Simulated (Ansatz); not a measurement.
# Effect of biaxial strain −1.04 %, plane normal [001], relaxed out of plane on Sn

The parent structure is Sn (space group I4_1/amd, No. 141; a = 5.949 Å, c = 3.214 Å; relaxed with 0.1 eV smearing). Axes: x, y, z lie along a, b, c of the conventional cell.

The change: compressive biaxial strain of 1.04 % in the plane normal to [001], as in epitaxy on a mismatched substrate; the out-of-plane cell vector and the atoms relax.

Method: DFT with PBE, PAW potentials and a 420 eV plane-wave cutoff in Ansatz (a first-principles code), no spin-orbit coupling. Settings: 20×20×20 k-points, 0.1 eV Fermi–Dirac smearing.

Space group: I4_1/amd (No. 141) (base I4_1/amd (No. 141))
Shortest interatomic distance: 3.053 Å (base 3.081 Å)
Energy relative to the base (free energy F): +1.8 meV/atom
Pressure (mean of the normal stresses, compression positive): 0.7 GPa (base 0.0 GPa)
Band gap: zero (base zero)
Out-of-plane strain: +0.75 %
Ratio −ε⊥/ε∥: 0.72
Mean in-plane stress (compression positive): +1.0 GPa

A biaxial case was relaxed in a doubled cell and then solved in the primitive one. Stability against distortions was not tested.
